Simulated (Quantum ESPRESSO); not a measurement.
## Equation of state of rock-salt BaTe (space group 225): energy against volume (Quantum ESPRESSO, PBEsol)

```
BaTe
1.0
    0.00000     3.39838     3.39838
    3.39838     0.00000     3.39838
    3.39838     3.39838     0.00000
Ba Te
1 1
Direct
  0.00000   0.00000   0.00000
  0.50000   0.50000   0.50000
```

Level of theory: PBEsol, GBRV 1.5 ultrasoft (PBESOL) pseudopotentials (plane waves; Quantum ESPRESSO 7.5). Settings: ecutwfc = 52 Ry; ecutrho = 260 Ry; occupations = smearing; smearing = fd; degauss = 0.000734986 Ry; potentials = {Ba: ba_pbesol_v1.uspp.F.UPF, Te: te_pbesol_v1.uspp.F.UPF}; K_POINTS = automatic 8 8 8 0 0 0; conv_thr = 1e-10 Ry; mixing_beta = 0.7. The cell above is the first row's. The rows scale it uniformly. In all rows fractional positions and the k mesh are held. E is the free energy at the stated smearing, counted from the lowest row.

| V (Å^3/atom) | E (meV/atom) |
|---|---|
| 39.248 | ? |
| 40.101 | 9.18 |
| 40.954 | 2.60 |
| 41.807 | 0.00 |
| 42.661 | 0.96 |
| 43.514 | 5.10 |
| 44.367 | 12.10 |
| 45.220 | 21.65 |
| 46.073 | 33.49 |

Problem. Fit E against V with the third-order Birch-Murnaghan form, a cubic in V^(-2/3), and predict the withheld value at V = 39.248.

Solution. With u = V^(-2/3) - 0.0815, the rows have u = 0.0038552, 0.0026658, 0.0015171, 0.0004054, -0.0006685, -0.0017079, -0.0027145, -0.0036900. Least squares gives E = 2.152 - 3500.9·u + 1366514·u² + 3732065·u³. Residuals (row less fit): 0.001, -0.001, 0.001, 0.002, -0.002, 0.001, 0.000, 0.001; standard error 0.002 (degrees of freedom: 4). Its minimum lies at u = 0.0012743, so V0 = (0.0827743)^(-3/2) = 41.99. There d²E/du² = 2762000 and d³E/du³ = 2.239e7, so B0 = (4/9) × 41.99^(-7/3) × 2762000 × 0.160218 = 32.1 GPa (the last factor turns the table's units into GPa), and B0' = 4 + (2/3) × 0.0827743 × (2.239e7)/2762000 = 4.4. The program's pressures in the fitted runs (not shown) pass through zero at V = 41.98, 0.03 % from this V0. At the withheld row, u = 0.0050875, so E = 2.152 - 3500.9 × 0.0050875 + 1366514 × 0.0050875² + 3732065 × 0.0050875³ = 20.202 meV/atom. The calculation gives 20.20 meV/atom, which the fit meets to the printed digits. The row lies outside the fitted rows, so this is an extrapolation. From the scatter of the fitted rows alone, a prediction at this place has a standard error of 0.006 meV/atom, so the miss is 0.3 times that.

Carrying the step between the two nearest rows on in a straight line would have given 15.76, off by 4.44; series whose last step already gives the withheld value aren't shown. The scan was laid around a cell of about the measured size, scaled by a guess for this functional. The runs keep the symmetry of the cell, so they don't test it for distortions. Spin-orbit coupling is off. Cutoffs and mesh are single choices, not tested for convergence of this quantity. Series with a scatter that would blur these digits, or in which a gap closes, are not shown. Nor are scans whose minimum lies at an end fitted in this form.
